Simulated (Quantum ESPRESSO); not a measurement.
Worked example: self-consistent single point of Ir (Fm-3m, 1 atom in the cell) in Quantum ESPRESSO.

Level of theory: PBE, PseudoDojo standard norm-conserving (PBE) pseudopotentials (plane waves; Quantum ESPRESSO).

```
CELL_PARAMETERS angstrom
     -1.91040     0.00000     1.91040
      0.00000     1.91040     1.91040
     -1.91040     1.91040     0.00000
ATOMIC_POSITIONS crystal
  Ir 0.00000 0.00000 0.00000
```

Reference input (self-consistent single point, DFT, PBE, plane waves, PseudoDojo standard norm-conserving (PBE) pseudopotentials): ecutwfc = 70 Ry; occupations = smearing; smearing = gauss; degauss = 0.0073499 Ry; potentials = {Ir: Ir.upf}; K_POINTS = automatic 15 15 15 0 0 0; conv_thr = 1e-11 Ry; mixing_beta = 0.7. This run's input differs from it in these lines:

```diff
@@ -15,3 +15,3 @@
  smearing = 'gauss',
- degauss = 0.0073499,
+ degauss = 0.00147,
 /
@@ -26,3 +26,3 @@
 K_POINTS {automatic}
-15 15 15  0 0 0
+8 8 8  0 0 0
```

Output, abridged:

```
     Self-consistent Calculation

     iteration #  1     ecut=    70.00 Ry     beta= 0.70

     Threshold (ethr) on eigenvalues was too large:
     Diagonalizing with lowered threshold

     total energy              =    -230.30709346 Ry
     estimated scf accuracy    <       0.01683883 Ry

     iteration #  2     ecut=    70.00 Ry     beta= 0.70

     total energy              =    -230.31109782 Ry
     estimated scf accuracy    <       0.00268158 Ry

     iteration #  3     ecut=    70.00 Ry     beta= 0.70

     total energy              =    -230.31169717 Ry
     estimated scf accuracy    <       0.00006413 Ry

   [... 2 blocks of this kind left out ...]

     iteration #  6     ecut=    70.00 Ry     beta= 0.70

     total energy              =    -230.31170855 Ry
     estimated scf accuracy    <          3.4E-10 Ry

     iteration #  7     ecut=    70.00 Ry     beta= 0.70
     End of self-consistent calculation

     the Fermi energy is    26.4550 ev

!    total energy              =    -230.31170856 Ry
     estimated scf accuracy    <          6.8E-12 Ry
     smearing contrib. (-TS)   =      -0.00003116 Ry
     internal energy E=F+TS    =    -230.31167739 Ry

     convergence has been achieved in   7 iterations

     Forces acting on atoms (cartesian axes, Ry/au):

     atom    1 type  1   force =     0.00000000    0.00000000    0.00000000

     Total force =     0.000000     Total SCF correction =     0.000000

          total   stress  (Ry/bohr**3)                   (kbar)     P=      155.96
   0.00106023   0.00000000   0.00000000          155.96        0.00        0.00
   0.00000000   0.00106023   0.00000000            0.00      155.96        0.00
   0.00000000   0.00000000   0.00106023            0.00        0.00      155.96

   JOB DONE.
```

The run converged in 7 iterations. Against the reference run the free energy rises by 86.4 meV/atom and the pressure goes from 14.04 to 15.60 GPa.

The starting cell has typed, rounded lattice constants, without a prior relaxation at this level. Its lattice was rescaled by up to half a per cent. Spin polarisation is off. With a pressure of about 16 GPa the cell is away from its equilibrium volume at this level.
